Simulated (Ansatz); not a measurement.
Worked example: relaxation of the atoms of InSe (Cm, 4 atoms in the cell) in Ansatz (a quantum-chemistry and plane-wave program).

Computed with LDA (PW92), default PAW files made with PBE (plane waves; Ansatz).

The change in words: one atom moved by 0.15 angstrom; relax: default → atoms; relax.f_tol: default → 0.2 eV/Å. Reference geometry:
```yaml
crystal:
  lattice:
    - [5.85553, -2.06492, 0.00000]
    - [5.85553, 2.06492, 0.00000]
    - [-1.73185, 0.00000, 4.79521]
  atoms:
    - { symbol: In, position: [0.11180, 0.11180, 0.95316] }
    - { symbol: In, position: [0.88820, 0.88820, 0.04684] }
    - { symbol: Se, position: [0.33907, 0.33907, 0.33104] }
    - { symbol: Se, position: [0.66093, 0.66093, 0.66896] }
```

Reference input (self-consistent single point, DFT, LDA (PW92), plane waves, default PAW files made with PBE): basis.ecutwfc = 420 eV; kpoints.mp_grid.grid = 6 6 4; hamiltonian.xc = lda; hamiltonian.pseudopotentials = {kind: paw} (the program's default PAW files); scf.occupations.method = fixed. This run's input differs from it in these lines:

```diff
@@ -6,3 +6,3 @@
   atoms:
-    - { symbol: In, position: [0.111800, 0.111800, 0.953160] }
+    - { symbol: In, position: [0.116426, 0.116426, 0.984441] }
     - { symbol: In, position: [0.888200, 0.888200, 0.046840] }
@@ -19,2 +19,4 @@
   occupations: { method: fixed }
+relax:
+  f_tol: 0.2
 output:
```

The program printed (abridged):

```
   [... SCF lines of the steps left out ...]
relax step   1: F+E_penalty+E_count = -21682.52017919 eV  Δ(F+E_penalty+E_count) = +0.000e0 eV  max|allowed force component| = 6.591e-1 eV/Å  Δτ_max = 0.0000 Å  (6 SCF iters, dr2 threshold 1.00e-4 eV, accepted)
relax step   2: F+E_penalty+E_count = -21682.54872052 eV  Δ(F+E_penalty+E_count) = -2.854e-2 eV  max|allowed force component| = 4.802e-1 eV/Å  Δτ_max = 0.1285 Å  (8 SCF iters, accepted)
relax step   3: F+E_penalty+E_count = -21682.57039235 eV  Δ(F+E_penalty+E_count) = -2.167e-2 eV  max|allowed force component| = 1.078e-1 eV/Å  Δτ_max = 0.0968 Å  (7 SCF iters, accepted)
the relaxation is at rest under the 2 symmetry operations that the run kept from its start: a minimum is not shown …
Free energy (F): -21682.570392 eV
Internal energy: -21682.570392 eV  (E = F + TS)
E sigma→0 (E₀):  -21682.570392 eV
Fermi energy:    6.658490 eV
--- Forces (eV/Å), atoms counted from 1 ---
  atom   1  In     0.03058095     0.00000000     0.03861066
  atom   2  In    -0.03010149     0.00000000    -0.04071497
  atom   3  Se     0.10738110     0.00000000     0.08125217
  atom   4  Se    -0.10784574     0.00000000    -0.07915774
--- Stress (GPa, compression-positive) ---
       -3.833461       0.000000       0.387753
        0.000000      -2.759969       0.000000
   [... lines left out ...]
  atoms:
    - { symbol: In, position: [0.11136564752575859, 0.11136564752575859, 0.9533371935262428] }
    - { symbol: In, position: [0.8909488518599034, 0.8909488518599034, 0.06234894598558178] }
    - { symbol: Se, position: [0.3363439736317173, 0.3363439736317173, 0.331721007876322] }
    - { symbol: Se, position: [0.6659675269826207, 0.6659675269826207, 0.6838738526118534] }
```

The run converged.  The full log also holds: “iter 5 did not close the SCF: its close was put off for the readings that it lacked (scf_convergence_deferred on its scf_iter line)”.

Summary of the result:
```
Property                                                   Value
------------------------------------------------  --------------
Free energy E − TS (on the zero of these files)   -21682.5704 eV
Top of the valence band (on the code's own zero)         6.66 eV
Gap on the k-point mesh                                  1.05 eV
Pressure                                               -2.77 GPa
Largest force (vector length)                         0.135 eV/Å
Relaxation steps                                               3
```

The starting cell comes from a database of computed structures (which also holds hypothetical and non-ambient phases and stackings), without a prior relaxation at this level. Its lattice was rescaled by up to half a per cent. For this run, on top of that: one atom moved by 0.15 angstrom. Ansatz's pressure includes its estimate of the finite-basis (Pulay) stress.

Cost on one core of a shared machine: roughly 80 s.

Keys are those of Ansatz 0.2.
